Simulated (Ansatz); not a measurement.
Results of LDA (Ansatz, a first-principles code, PAW) for CaWO4 (I4₁/a, No. 88).

Run with plane-wave cutoff 520 eV, 10×10×10 k mesh, Fermi–Dirac smearing 0.01 eV, no spin polarisation, scalar-relativistic PAW data made under PBE.

Computed at the level's own relaxed cell.

Give the computed band gap, lattice parameter a and c axis length.


* **band gap**: 4.07 eV (on the SCF k mesh)
* **lattice parameter a**: 5.152 Å
* **c axis length**: 11.014 Å

Measured, for comparison: band gap 5.2 ± 0.3 eV (temperature not stated, no zero-point or thermal correction, absorption, reflection, one- and two-photon excitation; as tabulated in Mikhailik et al. (2004), doi:10.1103/physrevb.69.205110).

Note: the volume lies 7 % below that of the published cell.

Spin–orbit coupling is not included.

Static lattice: no zero-point or thermal effects.
